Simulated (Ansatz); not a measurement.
BAs (model structure, started from the GeS type, Pnma, No. 62, 8 atoms in the cell) was calculated with r²SCAN (Ansatz, an electronic-structure program, plane waves, PAW).

Settings: plane-wave cutoff 560 eV, 6×18×16 k mesh (along the axes of the cell as run), Fermi–Dirac smearing 0.05 eV, scalar-relativistic PAW data made under PBE.

Cell (relaxed at this level):

```
AsB
1.0
    6.60076     0.00000     0.00000
    0.00000     3.41775     0.00000
    0.00000     0.00000     5.67921
B As
4 4
Direct
  0.16054   0.25000   0.40174
  0.33946   0.75000   0.90174
  0.83946   0.75000   0.59826
  0.66054   0.25000   0.09826
  0.83683   0.25000   0.39066
  0.66317   0.75000   0.89066
  0.16317   0.75000   0.60934
  0.33683   0.25000   0.10934
```

Give the computed band gap and bulk modulus.


* **band gap**: 0.55 eV (on the SCF k mesh)
* **bulk modulus**: 109 GPa

Note: the bulk modulus is −V dP/dV from two relaxed cells at ±2 % in volume; the relaxation could raise the start's symmetry but not lower it, so the cell can be a saddle point.

Spin–orbit coupling is not included.

Computed values are for the static lattice.

Cost on a shared machine: around 110 core-minutes (rough).

A model structure was made by putting elements into a prototype or built by hand; it is no filed structure, need not be a known phase, and can be a saddle point held by its symmetry.
